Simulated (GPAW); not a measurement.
Input and output of a self-consistent single point for Al (Fm-3m, 1 atom in the cell) (GPAW).

Level of theory: PBE, GPAW PAW datasets PBE (gpaw-data 1.0.1) (plane waves; GPAW).

The change in words: lattice scaled by 0.98. Reference geometry:
```xyz
1
Lattice="0.0000 2.0619 2.0619 2.0619 0.0000 2.0619 2.0619 2.0619 0.0000" Properties=species:S:1:pos:R:3 pbc="T T T"
Al     0.0000     0.0000     0.0000
```

Reference input (self-consistent single point, DFT PBE, plane waves, GPAW PAW datasets PBE (gpaw-data 1.0.1)): mode = pw; ecut = 600 eV; xc = PBE; kpts = 11 11 11; mesh shift (steps) = 0 0 0; occupations.name = methfessel-paxton; occupations.width = 0.05 eV; occupations.order = 0; nbands = -9; symmetry.symmorphic = false; symmetry.tolerance = 0.0005; maxiter = 100. This run's input differs from it in these lines:

```diff
@@ -5,5 +5,5 @@
 atoms = Atoms(['Al'],
-              cell=[[0.000000, 2.061874, 2.061874],
-                    [2.061874, 0.000000, 2.061874],
-                    [2.061874, 2.061874, 0.000000]],
+              cell=[[0.000000, 2.020637, 2.020637],
+                    [2.020637, 0.000000, 2.020637],
+                    [2.020637, 2.020637, 0.000000]],
               scaled_positions=[[0.000000, 0.000000, 0.000000]],
```

The program printed (abridged):

```
     iter     time        total  log10-change:
                         energy   eigst   dens
iter:   1 --:--:--    -3.744146
iter:   2 --:--:--    -3.744469   -3.06  -0.93
iter:   3 --:--:--    -3.744860c  -2.99  -0.95
iter:   4 --:--:--    -3.744650c  -5.55  -2.00
iter:   5 --:--:--    -3.744730c  -4.97  -2.37
iter:   6 --:--:--    -3.744727c  -7.27  -2.98
iter:   7 --:--:--    -3.744727c  -8.07c -3.52
iter:   8 --:--:--    -3.744727c  -7.10  -3.45
iter:   9 --:--:--    -3.744727c  -8.78c -5.61c
Converged after 9 iterations.

Dipole moment: (-0.000000, -0.000000, -0.000000) |e|*Ang

Energy contributions relative to reference atoms: (reference = -6603.423265)

Kinetic:         +3.723915
Potential:       -1.819438
External:        +0.000000
XC:              -5.642161
Entropy (-ST):   -0.001377
Local:           -0.006355
SIC:             +0.000000
--------------------------
Free energy:     -3.745416
Extrapolated:    -3.744727

Showing only first 2 kpts
 Kpt  Band  Eigenvalues  Occupancy
  0     0     -3.97850    2.00000
  0     1     19.78601    0.00000
  0     2     19.78601    0.00000

  1     0     -3.67904    2.00000
  1     1     17.88072    0.00000
  1     2     17.88072    0.00000

Fermi level: 7.17579

No gap
No difference between direct/indirect transitions
Energy (eV): -3.744727

Forces in eV/Ang:
  0 Al    0.00000   -0.00000   -0.00000

Stress tensor:
    -0.001004    -0.000000     0.000000
    -0.000000    -0.001004     0.000000
     0.000000     0.000000    -0.001004
Stress (GPa, Voigt): [-0.1608 -0.1608 -0.1608  0.      0.     -0.    ]
```

The run converged in 9 iterations. GPAW prints stress with tension positive. Against the reference run the free energy falls by 13.3 meV/atom and the pressure goes from -4.06 to 0.16 GPa.

The starting cell comes from a database of computed structures (which also holds hypothetical and non-ambient phases and stackings), without a prior relaxation at this level. Its lattice was rescaled by a random factor within 2.5 % of one. For this run, on top of that: lattice scaled by 0.98.
